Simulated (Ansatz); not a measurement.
System: HfSiO₄ (I4₁/amd, No. 141, 12 atoms in the cell; start mp-4609). Method: HSE06 in Ansatz (plane waves, PAW).

The input as run:

Ansatz 0.2 input:
```yaml
crystal:
  lattice:
    - [-3.2916993693, 3.2916993693, 2.983285744]
    - [3.2916993693, -3.2916993693, 2.983285744]
    - [3.2916993693, 3.2916993693, -2.983285744]
  atoms:
    - { symbol: Hf, position: [0.0, 0.0, 0.0] }
    - { symbol: Hf, position: [0.75, 0.25, 0.5] }
    - { symbol: Si, position: [0.25, 0.75, 0.5] }
    - { symbol: Si, position: [0.5, 0.5, 0.0] }
    - { symbol: O, position: [0.1333157646, 0.3180948621, 0.8152209025] }
    - { symbol: O, position: [0.0680948621, 0.7528739596, 0.6847790975] }
    - { symbol: O, position: [0.5028739596, 0.3180948621, 0.1847790975] }
    - { symbol: O, position: [0.0680948621, 0.3833157646, 0.3152209025] }
    - { symbol: O, position: [0.6166842354, 0.9319051379, 0.6847790975] }
    - { symbol: O, position: [0.6819051379, 0.8666842354, 0.1847790975] }
    - { symbol: O, position: [0.2471260404, 0.9319051379, 0.3152209025] }
    - { symbol: O, position: [0.6819051379, 0.4971260404, 0.8152209025] }
basis:
  ecutwfc: 460
  ecutrho_ratio: 4
  xc_grid: 2
kpoints:
  mp_grid: { grid: [6, 6, 6] }
  band_path:
    path:
      - [0, 0, 0]
      - [0.050594, 0.050594, -0.050594]
      - [0.1875, 0.3125, 0.1875]
    npoints: 1
hamiltonian:
  xc: hse06
  dispersion: none
  pseudopotentials: { azcp: { folder: ./paw }, kind: paw }
scf:
  occupations: { method: fermi_dirac, width: 0.01 }
  convergence: { dr2_threshold: 0.0000000012 }
output:
  forces: true
  stress: true
  eigenvalues: true
  write_bands: true
```

Output (set-up and result lines):

```
WARN output.stress: scf.exx.energy_threshold = 1e-6 eV is looser than the 1.2e-7 eV advised for a stress under a hybrid functional (1e-8 eV for each atom of …
Crystal: 12 atoms, lattice volume = 129.299 Å³
Basis set: ecut = 460 eV, 2903 PW (Γ), exchange–correlation on 80×80×80 points (8 copies of the dense FFT grid, shifted against one another)
Bands: 66, of which v1, the nominal top of the filled ones, is band 54 counted from 1 (53 counted from 0)
Symmetry: 16 space group operations
Space group: I41/amd (ITA 141), of the structure as read, at distance tolerance 5.1e-5 Å
k-points: 30 of 216
Initial density: superposition of atomic densities (chi_scale 0.1, normalization cell, long waves kept (reshape's long-wave potential 0.03 eV rms))
SCF iter   1: F=—  HF=-37280.948245 eV  |F-HF|=—  |Δ(HF+E_count)|=         —  Δρ=1.11e-1  dr2=2.38e1
SCF iter   2: F=—  HF=-37273.897862 eV  |F-HF|=—  |Δ(HF+E_count)|=    7.05e0  Δρ=4.72e-2  dr2=1.68e0
  ...
Crystal: 12 atoms, lattice volume = 129.299 Å³
Initial density: handed on by an earlier stage of this run
Crystal: 12 atoms, lattice volume = 129.299 Å³
Crystal: 12 atoms, lattice volume = 129.299 Å³
SCF iter   1: F=—  HF=-37274.497651 eV  |F-HF|=—  |Δ(HF+E_count)|=         —  Δρ=2.91e-6  dr2=1.04e-8
SCF iter   2: F=-37274.497651 eV  HF=-37274.497651 eV  |F-HF|=1.31e-10  |Δ(HF+E_count)|=   1.79e-9  Δρ=1.14e-6  dr2=7.34e-10
SCF 4 converged in 2 iterations: F = -37274.497651 eV  dr2 = 7.34e-10
Free energy (F): -37274.497651 eV
Internal energy: -37274.497651 eV  (E = F + TS)
E sigma→0 (E₀):  -37274.497651 eV
Fermi energy:    11.786599 eV
--- Forces (eV/Å), atoms counted from 1 ---
  atom   1  Hf     0.00000000    -0.00000000     0.00000000
  atom   2  Hf    -0.00000000    -0.00000000     0.00000000
  atom   3  Si     0.00000000     0.00000000     0.00000000
  atom   4  Si    -0.00000000    -0.00000000     0.00000000
  atom   5  O      0.00000000     0.36248946     0.32639313
  atom   6  O     -0.36248946    -0.00000000     0.32639313
  atom   7  O      0.00000000    -0.36248946     0.32639313
  atom   8  O      0.36248946     0.00000000     0.32639313
  atom   9  O      0.00000000    -0.36248946    -0.32639313
  atom  10  O     -0.36248946    -0.00000000    -0.32639313
  atom  11  O      0.00000000     0.36248946    -0.32639313
  atom  12  O      0.36248946     0.00000000    -0.32639313
--- Stress (GPa, compression-positive) ---
       -0.026117      -0.000000      -0.000000
       -0.000000      -0.026117      -0.000000
        0.000000       0.000000      -0.967933
  P = ⅓ Tr σ = -0.3401 GPa (-3.401 kbar)
```

The PAW data were made under PBE.

Note: cell and atoms aren't relaxed at this level (largest force component 0.36 eV/Å, pressure -0.3 GPa).

A start named mp-… is a Materials Project structure, which need not be a measured phase.

Ansatz is a program for electronic structure.
